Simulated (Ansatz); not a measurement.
OH on the 1x1 (101) surface of anatase TiO2 (cut with top plane O), one in a 1x1 cell, started at the site 'hollow O-O-O over O at depth 4.4 Å'

Host crystal: anatase TiO2, with a band gap (PBE, scalar-relativistic without spin-orbit coupling).

Level of theory: PBE (plane waves to 420 eV, PAW; Ansatz, an electronic-structure program).

Model: 20-atom slab, 9.4 Å thick at the start under the adsorbate (thin: gaps and levels are the slab's own), 6x4x1 mesh, Fermi-Dirac 0.01 eV, dipole correction, 7 atoms held, the rest relaxed; no symmetry held; spin-polarised, ending with about 1.0 μB a cell; orders that need a larger cell were not tried, no spin-orbit, no U, no dispersion correction. At the end it is bonded to Ti. In PBE it is, or lies within 0.03 eV of, the lowest of the starts that converged.

```
Property                                                                                                                                          Value
--------------------------------------------------------------------------------------  ---------------------------------------------------------------
adsorption energy against H2O(g) − ½ H2(g)                                                                                                      2.29 eV
gap of the slab on its k-mesh                                                                                                                   0.76 eV
highest filled level below the top vacuum level                                                                                                 7.02 eV
change of the step from the bottom to the top vacuum level, against the clean slab                                                             -0.41 eV
energy released by relaxation                                                                                                                   1.74 eV
height of the binding atom over the mean of the host atoms within 0.3 Å of the top one                                                       2.297 bohr
magnetic moment of the cell                                                                                                                     1.00 μB
nearest host atoms of the binding atom                                                                           Ti at 2.08 Å, O at 2.16 Å, O at 2.81 Å
largest move of a host atom                                                                                                                      0.16 Å
note                                                                                    in the relaxation the adsorbate left its starting site by 2.4 Å
cost                                                                                                                     around 60 core-minutes (rough)
```

A negative adsorption energy means that the adsorbate is more stable on the surface than in its reference.
